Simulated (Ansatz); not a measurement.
## CoPdO2: pressure series

Base system: CoPdO$_{2}$ (space group R-3m, No. 166; a = 2.862 Å, c = 17.840 Å (hexagonal axes); non-magnetic).

Cell and atoms are relaxed at each pressure.

Level of theory: Ansatz (an electronic-structure program) PBE, without spin-orbit coupling, earlier PAW set.

| pressure (GPa) | volume per atom (Å³/atom) |
|---|---|
| -2 | 10.657 |
| -1 | 10.601 |
| 0 | 10.546 |
| 0.3 | ? |
| 0.7 | 10.510 |
| 3 | 10.391 |
| 5 | 10.295 |
| 7.5 | 10.181 |
| 10 | 10.073 |

**Question.** Fit the third-order Birch–Murnaghan form P(V) = (3B₀/2)[(V₀/V)^(7/3) − (V₀/V)^(5/3)]·[1 + (3/4)(B₀′ − 4)((V₀/V)^(2/3) − 1)] (squares taken in P) to the rows shown and predict the withheld row.

**Answer.** Least squares on the printed values gives V₀ = 10.546 Å³/atom, B₀ = 196 GPa, B₀′ = 4.6; this predicts 10.530 Å³/atom, and the run gives 10.531 Å³/atom, in agreement.

Load acts through the strain it causes; cell and atoms are relaxed under it. Stability against distortions was not tested. Competing high-pressure phases were not computed. Seeded moments were not kept for the base. No Hubbard U is applied and the magnetic state is the run's own (CoPdO2 not spin-polarised; CoPdO2 non-magnetic); other magnetic orders, which need larger cells, were not tried and can change the gap. The final runs are not spin-polarised. An odd electron count without spin: CoPdO2.
